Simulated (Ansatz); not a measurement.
Fluorite CoSi2, treated with rVV10 (plane waves, PAW; Ansatz, a program for electronic structure).

Total energies, extrapolated to zero smearing (they compare only within this program, potentials and cutoff):

Magnetic elements are taken in their magnetic phases.

| system | energy (eV/atom) |
|---|---|
| fluorite CoSi2, relaxed | -2148.0993 |
| hcp Co | -5150.0907 |
| diamond-structure Si | -646.5750 |

Q: Work out the formation enthalpy per atom.

A: ΔH_f ≈ ΔE = -2148.0993 − [1 × (-5150.0907) + 2 × (-646.5750)]/3 = -0.352 eV/atom (0 K, no vibrations). The reference value is -0.362 ± 0.01 eV/atom (measured, 298 K, copied from a table, unchecked, no zero-point or thermal correction; as tabulated in Wang et al. (2021), doi:10.1038/s41598-021-94550-5), a difference of +0.010 eV/atom.

The PAW data were made under PBE.
